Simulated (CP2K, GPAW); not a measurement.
A CP2K input for a self-consistent single point of PtAl₂ (Fm-3m, 3 atoms in the cell) (DFT PBE, GPW, DZVP-MOLOPT-SR-GTH basis, GTH-PBE potentials (GTH_POTENTIALS)):

```
&GLOBAL
  PROJECT run
  RUN_TYPE ENERGY_FORCE
  PRINT_LEVEL MEDIUM
&END GLOBAL
&FORCE_EVAL
  METHOD Quickstep
  STRESS_TENSOR ANALYTICAL
  &DFT
    BASIS_SET_FILE_NAME BASIS_MOLOPT
    POTENTIAL_FILE_NAME GTH_POTENTIALS
    &QS
      METHOD GPW
      EPS_DEFAULT 1E-10
    &END QS
    &MGRID
      CUTOFF 500
      REL_CUTOFF 50
      NGRIDS 5
    &END MGRID
    &SCF
      SCF_GUESS ATOMIC
      EPS_SCF 1E-6
      MAX_SCF 100
      ADDED_MOS 5
      &DIAGONALIZATION
        ALGORITHM STANDARD
      &END DIAGONALIZATION
      &MIXING
        METHOD BROYDEN_MIXING
        ALPHA 0.2
        NBUFFER 10
        BETA 1
      &END MIXING
      &SMEAR ON
        METHOD FERMI_DIRAC
        ELECTRONIC_TEMPERATURE [K] 1578.21
      &END SMEAR
    &END SCF
    &KPOINTS
      SCHEME MONKHORST-PACK 13 13 13
    &END KPOINTS
    &XC
      &XC_FUNCTIONAL PBE
      &END XC_FUNCTIONAL
    &END XC
    &PRINT
      &MO
        EIGENVALUES T
        OCCUPATION_NUMBERS T
        NDIGITS 8
        FILENAME mo
        &EACH
          QS_SCF 0
        &END EACH
        ADD_LAST NUMERIC
      &END MO
      &MULLIKEN ON
      &END MULLIKEN
    &END PRINT
  &END DFT
  &SUBSYS
    &CELL
      A 4.27261100 0.00000000 0.00000000
      B 2.13630500 3.70018900 0.00000000
      C 2.13630500 1.23339600 3.48857200
      PERIODIC XYZ
    &END CELL
    &COORD
      SCALED
      Al       0.25000000     0.25000000     0.25000000
      Al       0.75000000     0.75000000     0.75000000
      Pt       0.00000000     0.00000000     0.00000000
    &END COORD
    &KIND Al
      BASIS_SET DZVP-MOLOPT-SR-GTH
      POTENTIAL GTH-PBE-q3
    &END KIND
    &KIND Pt
      BASIS_SET DZVP-MOLOPT-SR-GTH
      POTENTIAL GTH-PBE-q18
    &END KIND
  &END SUBSYS
  &PRINT
    &FORCES ON
    &END FORCES
    &STRESS_TENSOR ON
    &END STRESS_TENSOR
  &END PRINT
&END FORCE_EVAL
```

Give the GPAW input for the same structure, mesh, smearing and functional.

One input that does it (others would too):

```python
from ase import Atoms
from ase.units import GPa
from gpaw import GPAW, PW, FermiDirac

atoms = Atoms(['Al', 'Al', 'Pt'],
              cell=[[0.000000, 3.021192, 3.021192],
                    [3.021192, 0.000000, 3.021192],
                    [3.021192, 3.021192, 0.000000]],
              positions=[[1.510596, 1.510596, 1.510596],
                         [4.531788, 4.531788, 4.531788],
                         [0.000000, 0.000000, 0.000000]],
              pbc=True)

calc = GPAW(mode=PW(550),
            xc='PBE',
            kpts=(13, 13, 13),
            occupations=FermiDirac(0.136),
            nbands=-7,
            convergence={'forces': 0.001},
            symmetry={'symmorphic': False, 'tolerance': 0.0005},
            maxiter=150,
            txt='-')

atoms.calc = calc

energy = atoms.get_potential_energy()
print('Energy (eV):', round(energy, 6))
forces = atoms.get_forces()
print('Forces (eV/Ang):')
print(forces.round(5))
stress = atoms.get_stress()
print('Stress (GPa, Voigt):', (stress / GPa).round(4))
```

Basis settings and potentials, where a program has them, do not carry over. This input uses DFT PBE, plane waves, GPAW PAW datasets PBE (gpaw-data 1.0.1). Both were run: pressure -5.60 GPa in CP2K and -5.20 in GPAW.

On CP2K: the starting cell has typed, rounded lattice constants, without a prior relaxation at this level. Its lattice was rescaled by a random factor within 2.5 % of one. Spin polarisation is off. Values carry the incompleteness of an atom-centred basis. With a pressure of about -6 GPa the cell is away from its equilibrium volume at this level.

On GPAW: the starting cell has typed, rounded lattice constants, without a prior relaxation at this level. Its lattice was rescaled by a random factor within 2.5 % of one. Spin polarisation is off. With a pressure of about -5 GPa the cell is away from its equilibrium volume at this level.
